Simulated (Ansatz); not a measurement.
Hf2N2O (Cc, No. 9, 10 atoms in the cell; start mp-1178187), treated with r²SCAN+rVV10 in Ansatz (PAW).

Numerical settings: plane-wave cutoff 560 eV, 8×8×8 k mesh, Fermi–Dirac smearing 0.01 eV, scalar-relativistic PAW data made under PBE.

Cell (relaxed at this level):

```cif
data_Hf4N4O2
_chemical_formula_sum 'Hf4 N4 O2'
_space_group_name_H-M_alt 'P 1'
_space_group_IT_number 1
_cell_length_a 5.41566
_cell_length_b 5.41566
_cell_length_c 5.81553
_cell_angle_alpha 118.249
_cell_angle_beta 118.249
_cell_angle_gamma 61.000
loop_
_space_group_symop_operation_xyz
  'x, y, z'
loop_
_atom_site_label
_atom_site_type_symbol
_atom_site_fract_x
_atom_site_fract_y
_atom_site_fract_z
_atom_site_occupancy
Hf1 Hf 0.66985 0.13397 0.42716 1
Hf2 Hf 0.13397 0.66985 0.92716 1
Hf3 Hf 0.84974 0.37083 0.07114 1
Hf4 Hf 0.37083 0.84974 0.57114 1
N1 N 0.04190 0.94805 0.73601 1
N2 N 0.94805 0.04190 0.23601 1
N3 N 0.54599 0.74584 0.25294 1
N4 N 0.74584 0.54599 0.75294 1
O1 O 0.25171 0.44212 0.26275 1
O2 O 0.44212 0.25171 0.76275 1
```

Predict the band gap, smallest direct gap on the k points sampled and direct gap at Γ.


- band gap: 2.83 eV
- smallest direct gap on the k points sampled: 2.84 eV
- direct gap at Γ: 3.68 eV

Spin–orbit coupling is not included.

It cost very roughly 9 core-minutes of CPU time.

A start named mp-… is a Materials Project structure, which need not be a measured phase.

Ansatz is an electronic-structure program.
